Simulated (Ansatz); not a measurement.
Worked example: self-consistent single point of LaRu2 (R3m, 6 atoms in the cell) in Ansatz (a first-principles code).

Method of the run: PBEsol, default PAW files made with PBE (plane waves; Ansatz).

```
LaRu2
1.0
    0.00000     3.85176     3.85176
    3.85176     0.00000     3.85176
    3.85176     3.85176     0.00000
La Ru
2 4
Direct
  0.25375   0.25375   0.25375
  0.00000   0.00000   0.00000
  0.62500   0.62500   0.12500
  0.62500   0.12500   0.62500
  0.62500   0.62500   0.62500
  0.12500   0.62500   0.62500
```

Reference input (self-consistent single point, DFT, PBEsol, plane waves, default PAW files made with PBE): basis.ecutwfc = 30.9 Ry; kpoints.mp_grid.grid = 6 6 6; hamiltonian.xc = pbesol; hamiltonian.pseudopotentials = {kind: paw} (the program's default PAW files); scf.occupations.method = gaussian; scf.occupations.width = 0.0073 Ry. This run's input differs from it in these lines:

Ansatz 0.2 input:
```diff
@@ -16,3 +16,3 @@
   mp_grid:
-    grid: [6, 6, 6]
+    grid: [10, 10, 10]
 hamiltonian:
@@ -23,4 +23,4 @@
   occupations:
-    method: gaussian
-    width: 0.0073 Ry
+    method: fermi_dirac
+    width: 0.0367 Ry
 output:
```

Output, abridged:

```
SCF iter   1: F=—  HF=-35591.963111 eV  |F-HF|=—  |Δ(HF+E_count)|=         —  Δρ=1.30e-2  dr2=1.96e-1  ethr=1.77e-3  ⟨swp⟩=5.3  Hψ=26661  notcnv=0
all-band conjugate gradients solve this SCF's bands
preconditioner: auto → Kerker (q_TF=auto, 2.602 Å⁻¹)
SCF iter   2: F=—  HF=-35591.942948 eV  |F-HF|=—  |Δ(HF+E_count)|=   2.02e-2  Δρ=6.49e-3  dr2=5.16e-2  ethr=2.28e-4  ⟨swp⟩=1.0  Hψ=9744  notcnv=0
SCF iter   3: F=—  HF=-35591.934025 eV  |F-HF|=—  |Δ(HF+E_count)|=   8.92e-3  Δρ=9.00e-4  dr2=1.19e-3  ethr=6.00e-5  ⟨swp⟩=1.1  Hψ=8485  notcnv=0
SCF iter   4: F=—  HF=-35591.933779 eV  |F-HF|=—  |Δ(HF+E_count)|=   2.46e-4  Δρ=1.82e-4  dr2=1.85e-5  ethr=1.39e-6  ⟨swp⟩=2.2  Hψ=12623  notcnv=0
SCF iter   5: F=—  HF=-35591.933777 eV  |F-HF|=—  |Δ(HF+E_count)|=   1.44e-6  Δρ=4.24e-5  dr2=2.11e-6  ethr=2.16e-8  ⟨swp⟩=2.4  Hψ=14701  notcnv=0
SCF iter   6: F=-35591.933777 eV  HF=-35591.933777 eV  |F-HF|=7.68e-9  |Δ(HF+E_count)|=   2.81e-7  Δρ=7.61e-6  dr2=5.79e-8  ethr=1.16e-10  ⟨swp⟩=4.9  Hψ=32634  notcnv=0
SCF 1 converged in 6 iterations: F = -35591.933777 eV  dr2 = 5.79e-8
Free energy (F): -35591.933777 eV
Internal energy: -35586.025418 eV  (E = F + TS)
E sigma→0 (E₀):  -35588.979597 eV
Entropy (-TS):   -5.908359 eV (-984.727 meV/atom)
Fermi energy:    17.951322 eV
--- Forces (eV/Å), atoms counted from 1 ---
  atom   1  La    -0.15554790    -0.15554790    -0.15554790
  atom   2  La     0.03504876     0.03504876     0.03504876
  atom   3  Ru     0.02961236     0.02961236     0.06461519
  atom   4  Ru     0.02961236     0.06461519     0.02961236
  atom   5  Ru    -0.00335282    -0.00335282    -0.00335282
  atom   6  Ru     0.06461519     0.02961236     0.02961236
--- Stress (GPa, compression-positive) ---
       -1.694815      -0.034674      -0.034674
       -0.034674      -1.694815      -0.034674
       -0.034674      -0.034674      -1.694815
  P = ⅓ Tr σ = -1.6948 GPa (-16.948 kbar)
  The stress holds the Pulay correction. Without it, at fixed plane waves, as pw.x and ABINIT print it: P = -1.7158 GPa
```

The run converged in 6 iterations. Against the reference run the free energy falls by 513 meV/atom, the pressure goes from -5.87 to -1.69 GPa and the largest force moves little (0.262 to 0.269 eV/Å).

The starting cell comes from a database of computed structures (which also holds hypothetical and non-ambient phases and stackings), without a prior relaxation at this level. Its lattice was rescaled by up to half a per cent. One atom was moved a little off its site on purpose. Spin polarisation is off. Ansatz's pressure includes its estimate of the finite-basis (Pulay) stress.

Cost on one core of a shared machine: roughly 60 s.
